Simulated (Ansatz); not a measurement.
Defect: interstitial Li in beta Ga2O3 with all lengths changed by -1 %, charge state +1. Level of theory: PBE, PAW (plane waves to 420 eV; Ansatz, a quantum-chemistry and plane-wave program).

120-site cell at the strained lattice (strain from the relaxed PBE one, atoms relaxed), the Γ point alone, smearing 0.01 eV, spin-restricted, no finite-size correction. No zero-point or tunnelling terms. The charge state is imposed; whether it is stable for some Fermi level was not computed. Sites that were not tried may lie lower.

Barriers: single points on a 2×2×2 k-point mesh shifted by half a step at the bands' geometries.

A. a direct jump of one Li atom; the atom moves 1.63 Å along (0.03, -0.50, -0.06) of the unit cell; the moving atom starts with neighbours O at 1.74, 2 O at 1.84 Å and ends with O at 1.74, 2 O at 1.84 Å; saddle order not checked.
B. a direct jump of one Li atom; the atom moves 1.92 Å along (0.00, -0.63, 0.00) of the unit cell; the moving atom starts with neighbours 2 Ga at 2.19; 2 O at 1.79, 2 O at 1.93 Å and ends with 2 Ga at 2.19; 2 O at 1.79, 2 O at 1.93 Å; the start lies 0.51 eV above the lowest site run; saddle order not checked, on a symmetry element.

A band can be held on a symmetry element, so unchecked saddle points there may be too high.

Rank these by forward barrier (lowest first), as PBE, PAW gives it.

B (0.15 eV), A (0.34 eV)
